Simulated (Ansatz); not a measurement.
**Amorphous Ti20O41Ba**

Preparation: random packing, a CHGNet melt and quench, and a DFT relaxation. O atoms were pushed apart under 1.9 Å during the dynamics, to hinder bonds among them. The hot cell started wider than the set density and was brought back towards it in steps. It is the lowest in DFT energy of 2 quenches. It is a model cell: composition and starting density were chosen by hand, and all elements were melted together. No dispersion term was used.

Methods: PBE, scalar-relativistic without spin-orbit coupling (Ansatz, a quantum-chemistry and plane-wave program); r2SCAN, scalar-relativistic without spin-orbit coupling (Ansatz); HSE06, scalar-relativistic without spin-orbit coupling (Ansatz). Geometry, pressure, stress and energy are those of the PBE run. Its sampling: a 2×2×2 Γ-centred mesh; Fermi-Dirac width 0.02 eV; no spin polarisation. Other functionals are single points at the zone centre (r2SCAN at 500 eV; exact exchange cut at the cell's faces), free to take moments where seeds were set.

- Number of atoms in the cell: 62
- Density (held, not predicted): 3.74 g/cm³
- Volume per atom: 12.53 Å³
- Pressure on a 2×2×2 Γ-centred mesh: -0.29 GPa
- Largest force and stress component on that mesh (the relaxation ran on the zone centre alone): 0.09 eV/Å and 0.3 GPa
- Gap on a 2×2×2 Γ-centred mesh (PBE): 2.62 eV
- Gap at the zone centre (PBE): 2.70 eV
- Gap at the zone centre (r2SCAN): 3.03 eV
- Gap at the zone centre (HSE06): 4.21 eV

Bonds are counted up to Ti-Ti 3.12 Å, Ti-O 2.64 Å, Ti-Ba 3.93 Å, O-O 1.58 Å, O-Ba 3.37 Å, Ba-Ba 4.73 Å. Two cations that share two anions don't count as bonded, nor two that share one unless they lie closer than Ti-Ti 3.04 Å, Ti-Ba 3.82 Å, Ba-Ba 4.60 Å.

```yaml
Mean coordination of Ti by anions: 5.50 (10 with 5, 10 with 6); 1 close contacts or bonds to cations besides
Mean coordination of O: 2.88 (8 with 2, 30 with 3, 3 with 4)
Mean coordination of Ba by anions: 8.00 (1 with 8); 1 close contacts or bonds to cations besides
Mean Ti-O bond: 1.983 Å (spread 0.174 Å, 110 counted)
Mean O-Ba bond: 2.810 Å (spread 0.109 Å, 8 counted)
```

Its density started from a set value of 3.74 g/cm³. The quench (nominally 240 K/ps over its main leg) was far faster than any real one, so the model tends to hold more defects than a real film. A cell of this size samples the disorder only roughly. The volume was held where the preparation left it and the shape relaxed, at a PBE pressure of -0.3 GPa (tension).
